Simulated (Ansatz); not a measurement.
# Ce under a change: isotropic strain −0.61 %

Base system: Ce in the fcc (Cu type) structure (space group Fm-3m, No. 225; a = 4.590 Å; relaxed with 0.1 eV smearing).

Now apply this change: every lattice vector is shortened by 0.61 %; the atoms relax in the strained cell.

Computed with PBEsol (Ansatz, a quantum-chemistry and plane-wave program), no SOC, earlier PAW set. k-mesh 25×25×25 (Γ-centred); smearing 0.1 eV (Fermi–Dirac).

Volume per atom: 23.73 Å³ (base 24.17 Å³)
Space group: Fm-3m (No. 225) (base Fm-3m (No. 225))
Shortest interatomic distance: 322.6 pm (base 324.5 pm)
Energy relative to the base (free energy F): +1.2 meV/atom
Pressure: 0.9 GPa (base 0.0 GPa)
Band gap: zero (base zero)

Final structure:

```xyz
1
Lattice="0.0000 2.2809 2.2809 2.2809 0.0000 2.2809 2.2809 2.2809 0.0000" Properties=species:S:1:pos:R:3 pbc="T T T"
Ce     0.0000     0.0000     0.0000
```

Open 4f shells without U are poorly described, and the f state was not checked. Whether these cells are dynamically stable was not tested. Starting moments died away, wholly or in part, for the base; another magnetic solution may exist. All final runs are without spin polarisation.
